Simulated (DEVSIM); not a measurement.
System: Schottky contact on p-type GaP, at 300 K.

Layer 1 from the left is GaP, thickness (μm) 0.350, Na (cm⁻³) 2.4e17, τn (s) 2.5e-6, τp (s) 2.5e-6.

Left contact: Schottky, work function 4.38 eV, emission velocity 1.9e6 cm/s. Right contact: ohmic. Voltage is applied to the left contact. Recombination: SRH at mid-gap, Auger. Mobility is μmin + (μ − μmin)/(1 + (N/Nref)^α).

Constants are typed, rounded textbook-type inputs, not results; the design itself was drawn at random and stands for no fabricated device. Values at 300 K.

GaP: gap (eV) 2.26, affinity (eV) 3.8, permittivity 11.1, Nc (cm⁻³) 1.8e19, Nv (cm⁻³) 1.9e19, μn (cm²/Vs) 250, μp (cm²/Vs) 150, μn,min 10, μp,min 10, Nref,n 4.4e18, Nref,p 1e18, αn 0.8, αp 0.85, Cn (cm⁶/s) 1e-30, Cp (cm⁶/s) 1e-30.

Model (solved in DEVSIM): 1D drift-diffusion, Boltzmann statistics, complete ionisation; no tunnelling, impact ionisation, image-force lowering or self-heating. Metal contacts follow the ideal Schottky-Mott rule: no Fermi-level pinning, no interface dipoles.

Dark forward current:

```csv
|V| (V),|J| (A/cm²)
0.55,5.688e-13
0.60,3.925e-12
0.65,2.710e-11
0.70,1.871e-10
0.75,1.292e-9
0.80,8.917e-9
0.85,6.154e-8
0.90,4.246e-7
0.95,2.928e-6
1.00,2.019e-5
1.05,0.0001391
1.10,0.0009580
1.15,0.006591
1.20,0.04529
1.25,0.3106
1.30,2.123
1.35,14.40
1.40,94.91
1.45,552.2
1.50,2225
```

Question: Work out the local ideality factor n = ΔV / (kT/q · ln(J2/J1)) between the rows 0.55 and 0.60 V, 0.70 and 0.75 V, 1.45 and 1.50 V.

Answer: kT/q = 25.85 mV. From 0.55 to 0.60 V: ln(3.925e-12/5.688e-13) = 1.932, n = 1.00, near the 1 of diffusion or emission over a barrier. From 0.70 to 0.75 V: ln(1.292e-9/1.871e-10) = 1.932, n = 1.00, near the 1 of diffusion or emission over a barrier. From 1.45 to 1.50 V: ln(2225/552.2) = 1.394, n = 1.39; the layers' resistance at their doping, Σ W/(qμN) = 7.7e-6 Ω cm², would take 13 mV of this step of 50 mV.

Question: Estimate the current at 0.95 V for emission alone, J0 = q v N_band exp(−φB/kT), and read the barrier back from the simulated current.

Answer: φB = 1.680 eV, N_band = 1.90e19 cm⁻³, J0 = 3.45e-22 A/cm²; J = J0 (exp(qV/kT) − 1) = 3.15e-6 A/cm². The simulation gives 2.93e-6 A/cm²; the estimate lies 7.5 % above. Read backwards, the simulated current gives an apparent barrier of 1.682 eV. The estimate leaves out transport through the depletion region and minority injection.
